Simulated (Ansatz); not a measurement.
# WC, response to strain

Base system: WC (space group P-6m2, No. 187; relaxed with 0.1 eV smearing).

```
WC
1.0
    2.91268     0.00000     0.00000
   -1.45634     2.52245     0.00000
    0.00000     0.00000     2.83536
W C
1 1
Direct
  0.00000   0.00000   0.00000
  0.33333   0.66667   0.50000
```

Cartesian axes are those of the cell as printed.

Strains are applied to the cell and any free atomic positions relax.

Level of theory: r2SCAN (Ansatz, a first-principles code), without spin-orbit coupling.

Notes on the quantities. energy relative to the base: free energy F.

```csv
uniaxial strain ε_zz (%),energy relative to the base (meV/atom)
0,0.0
0.5,0.8
1,3.2
1.5,?
2,12.4
2.5,19.2
3,27.4
```

Problem. Fit ΔE = Aε² + Bε³ (ε in %) to the rows shown and predict the withheld row.

Solution. Least squares on the printed values gives A = 3.22 and B = -0.059 meV/atom (largest residual 0.0 meV/atom); this predicts 7.0 meV/atom, and the run gives 7.1 meV/atom, in agreement.

No phonon test of stability was made. The final runs are not spin-polarised.
